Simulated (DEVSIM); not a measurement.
Device: abrupt Ge n-p junction, at 300 K.

Layer 1 from the left is Ge, thickness (μm) 1.30, Nd (cm⁻³) 1.7e16, τn (s) 3.3e-5, τp (s) 3.3e-5. Layer 2 from the left is Ge, thickness (μm) 1.80, Na (cm⁻³) 5.3e16, τn (s) 3.3e-5, τp (s) 3.3e-5.

Left contact: ohmic. Right contact: ohmic. Voltage is applied to the left contact. Recombination: SRH at mid-gap, radiative, Auger. Mobility is μmin + (μ − μmin)/(1 + (N/Nref)^α).

This is a model device: material constants are rounded textbook-type values typed into the input, and sizes, dopings and lifetimes were drawn at random. Values at 300 K.

Ge: gap (eV) 0.664, affinity (eV) 4, permittivity 16, Nc (cm⁻³) 1.04e19, Nv (cm⁻³) 6e18, μn (cm²/Vs) 3900, μp (cm²/Vs) 1900, μn,min 150, μp,min 100, Nref,n 2.6e17, Nref,p 4e17, αn 0.56, αp 0.6, B (cm³/s) 6.4e-14, Cn (cm⁶/s) 1e-31, Cp (cm⁶/s) 1e-31.

Question: Estimate by hand the built-in potential, the peak field at zero bias, the capacitance at 0.6 V, and compare with a numerical solution.

Answer: 
- Built-in potential: ni = √(Nc Nv) exp(−Eg/2kT) = 2.09e13 cm⁻³ with Eg = 0.664 eV; Vbi = kT/q ln(Na Nd/ni²) = 0.376 V; numerical 0.376 V.
- Peak field at zero bias: depletion approximation: W = √(2εVbi/(qN)) = 0.227 μm with N = 1.29e16 cm⁻³; field = 2Vbi/W = 33100 V/cm; numerical 30800 V/cm (estimate above by 7.4 %).
- Capacitance at 0.6 V: C = √(qεN / 2(Vbi + |V|)) = 38.7 nF/cm²; numerical 39.8 nF/cm² (estimate below by 2.7 %).

DEVSIM, 1D drift-diffusion, Boltzmann statistics, complete ionisation; no tunnelling, impact ionisation, image-force lowering or self-heating.
